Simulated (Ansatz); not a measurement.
Defect migration in 2H silicon carbide: C vacancy, charge state +2. Calculation: PBE, PAW (plane waves to 420 eV; Ansatz, a first-principles code).

Settings: 72 host sites, the relaxed PBE lattice, the Γ point alone, smearing 0.01 eV, spin-restricted, no image-charge correction. No zero-point or tunnelling terms. The host's phase is taken as given; its stability against other phases was not computed. The charge state is imposed; whether it is stable for some Fermi level was not computed. Forms of the defect that were not tried may lie lower.

Barriers: single points on a 2×2×2 k-point mesh shifted by half a step along c at the bands' geometries (they differ from the bands' own by up to 0.43 eV, and are uncertain by about as much).

The step: one C atom jumps into the vacancy from a nearby C site. Atoms about the jump, Cartesian Å from the middle of the jump, before and after:

| atom | x0 | y0 | z0 | x1 | y1 | z1 |
|---|---|---|---|---|---|---|
| C1 | 0.77 | -1.33 | 0.00 | -0.77 | 1.33 | 0.00 |
| Si2 | -0.78 | -0.54 | 0.68 | -0.86 | -0.41 | 0.68 |
| Si3 | 2.32 | -0.46 | 0.65 | 2.38 | -0.41 | 0.68 |
| Si4 | 0.84 | 2.27 | 0.68 | 0.76 | 2.24 | 0.65 |
| Si5 | -0.78 | 1.33 | -2.15 | -0.78 | 1.35 | -1.92 |
| Si6 | 0.78 | -1.35 | -1.92 | 0.76 | -1.34 | -2.15 |
| C7 | 2.30 | 1.32 | 0.00 | 2.29 | 1.33 | 0.00 |
| C8 | -0.78 | -0.46 | -2.52 | -0.79 | -0.45 | -2.52 |
| Si9 | 2.32 | 1.32 | -1.92 | 2.31 | 1.35 | -1.92 |
| C10 | -0.78 | -0.45 | 2.55 | -0.78 | -0.45 | 2.55 |
| C11 | 2.31 | -0.45 | -2.53 | 2.32 | -0.45 | -2.52 |
| C12 | 0.77 | 2.23 | -2.52 | 0.76 | 2.23 | -2.53 |
| C13 | -2.33 | -1.33 | 0.00 | -2.32 | -1.36 | 0.00 |
| C14 | 2.31 | -0.45 | 2.55 | 2.31 | -0.45 | 2.55 |
| C15 | 0.76 | 2.23 | 2.55 | 0.76 | 2.23 | 2.55 |
| Si16 | 0.75 | -3.14 | 0.65 | 0.76 | -3.22 | 0.68 |
| Si17 | -2.40 | 2.27 | 0.68 | -2.34 | 2.22 | 0.65 |
| Si18 | -2.34 | -1.35 | -1.92 | -2.34 | -1.35 | -1.92 |
| Si19 | -0.78 | 1.33 | 3.17 | -0.78 | 1.34 | 3.18 |
| Si20 | 0.77 | -1.35 | 3.18 | 0.76 | -1.34 | 3.17 |
| C21 | 3.86 | -1.34 | 0.01 | 3.84 | -1.36 | 0.00 |
| C22 | 0.75 | 4.01 | 0.00 | 0.76 | 4.01 | 0.01 |

**Question.** Give the saddle-point geometry and the barrier.

**Answer.** 
```
atom      x      y      z
----  -----  -----  -----
C1     0.31   0.18  -0.18
Si2   -0.99  -0.57   0.75
Si3    2.26  -0.31   0.61
Si4    0.86   2.11   0.61
Si5   -0.69   1.26  -1.98
Si6    0.74  -1.22  -1.98
C7     2.51   1.45  -0.02
C8    -0.84  -0.48  -2.62
Si9    2.38   1.38  -1.93
C10   -0.86  -0.50   2.58
C11    2.32  -0.41  -2.54
C12    0.80   2.22  -2.54
C13   -2.44  -1.41  -0.01
C14    2.26  -0.44   2.50
C15    0.75   2.19   2.50
Si16   0.79  -3.19   0.68
Si17  -2.37   2.29   0.68
Si18  -2.37  -1.37  -1.94
Si19  -0.80   1.32   3.16
Si20   0.75  -1.35   3.16
C21    3.77  -1.34  -0.01
C22    0.72   3.94  -0.01
```
It lies 5.00 eV above the start and 5.00 eV above the end. The saddle point's order was not checked, and it lies on a symmetry element of the cell, where a band can be held.
